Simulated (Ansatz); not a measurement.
# By hand: formation energy of the neutral V_C in HfC (rock salt, Fm-3m)

Subject: the formation energy of the neutral V_C in HfC (rock salt, Fm-3m). Reaction: 8 HfC (rock salt) → cell A + C (graphite).

A: a supercell of 16 sites of HfC (rock salt, Fm-3m) with one empty C site amid 6 Hf; spin state with PBE: run without spin.

Ansatz (a first-principles code) with PAW potentials; structures come from PBE+D3(BJ) relaxations, nuclei static, no net charge. Ansatz runs with its default PAW set. Other levels take these structures. The lattices are those relaxed with PBE+D3(BJ), so at other levels the solids can be strained. The runs are scalar-relativistic, without spin-orbit coupling. The cell is small for its defects, so this is an ordered compound on the host's lattice rather than an isolated defect. The value holds for the reservoirs listed; other chemical potentials shift it. Cell A has symmetry Fm-3m and got no random move, so less symmetric positions, which may lie lower, weren't tried.

Total energies of the cells in eV, at zero smearing width. They compare only within one column; the weights balance every element.

```csv
cell,atoms,weight,r2SCAN+D4
A: HfC:V_C,15,+1,-127642.87795
C (graphite),4,+1/4,-1006.96431
HfC (rock salt),16,−1,-127896.63571
```

r2SCAN+D4: (-127642.87795) + 1/4 × (-1006.96431) − (-127896.63571) = 2.017 eV.

What follows from the r2SCAN+D4 value: The value above is the C-rich limit, with C (graphite) as reservoir. The host forms with -1.11 eV/atom at this level, so before it gives way to its other element Δμ(C) can go down to -1.11 × 2 = -2.22 eV (other compounds may narrow the range). The defect releases 1 C, so the C-poor limit is 2.02 + 1 × (-2.22) = -0.20 eV.

With the reservoirs of the reaction as written, and without entropy terms or charged states, the share of sites that hold the defect in equilibrium is exp(−2.02 eV/k_BT) = 6.6×10^-11 at 1000 K.
